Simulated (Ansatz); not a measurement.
ZrO₂ (space group P4_2/nmc, No. 137)

```cif
data_O4Zr2
_chemical_formula_sum 'Zr2 O4'
_space_group_name_H-M_alt 'P 1'
_space_group_IT_number 1
_cell_length_a 3.58445
_cell_length_b 3.58445
_cell_length_c 5.17714
_cell_angle_alpha 90.000
_cell_angle_beta 90.000
_cell_angle_gamma 90.000
loop_
_space_group_symop_operation_xyz
  'x, y, z'
loop_
_atom_site_label
_atom_site_type_symbol
_atom_site_fract_x
_atom_site_fract_y
_atom_site_fract_z
_atom_site_occupancy
Zr1 Zr 0.00000 0.00000 0.00000 1
Zr2 Zr 0.50000 0.50000 0.50000 1
O1 O 0.00000 0.50000 0.20147 1
O2 O 0.00000 0.50000 0.70147 1
O3 O 0.50000 0.00000 0.29853 1
O4 O 0.50000 0.00000 0.79853 1
```

Method: Ansatz (a first-principles code), PBEsol, PAW, cutoff 420 eV, no SOC. Γ-centred 9×9×7 mesh, Fermi–Dirac width 0.05 eV.

| Property | Value |
|---|---|
| Volume per atom | 11.09 Å³ |
| Density | 6.15 g/cm³ |
| Band gap | 4.00 eV, indirect, M–Γ (56 % along) → Γ |
| Electron mass | 2.1 mₑ along c, 0.57 mₑ across |
| Total energy | -1751.897 eV/atom (σ→0; compares only within this code and set-up) |

Masses are band curvatures over ±0.01 Å⁻¹ around the edge. No phonon test of stability was made. This is not the structure that ZrO2 has at room temperature and ambient pressure.
